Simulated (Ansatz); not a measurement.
Ti3Al with two functionals, isotropic strain −3.43 %

The reference is Ti$_{3}$Al (space group P6_3/mmc, No. 194; a = 5.755 Å, c = 4.655 Å).

(Cell as relaxed with PBE.)

Levels (all Ansatz, a first-principles code, PAW, earlier PAW set): PBE (420 eV, no SOC); r2SCAN (500 eV, spin-orbit coupling left out).

Each level relaxes its own structure.

| base | PBE | r2SCAN |
|---|---|---|
| volume per atom | 16.69 Å³ | 16.56 Å³ |
| lattice parameter a | 5.755 Å | 5.747 Å |
| band gap | zero | zero |

Modification: every lattice vector is shortened by 3.43 %, atoms relaxed at fixed cell.

| quantity | PBE | r2SCAN |
|---|---|---|
| band gap | zero | zero |
| pressure (mean of the normal stresses, compression positive) | 14.6 GPa | 15.3 GPa |
| energy relative to the base (free energy F) | +70 meV/atom | +73 meV/atom |

PBE's pressure lies 0.7 GPa below r2SCAN's; PBE's energy relative to the base lies 3.1 meV/atom below r2SCAN's; the two agree on the band gap. Neither level is exact; r2SCAN is the comparison here, not a measurement.

Stability against distortions was not tested. All final runs are without spin polarisation.
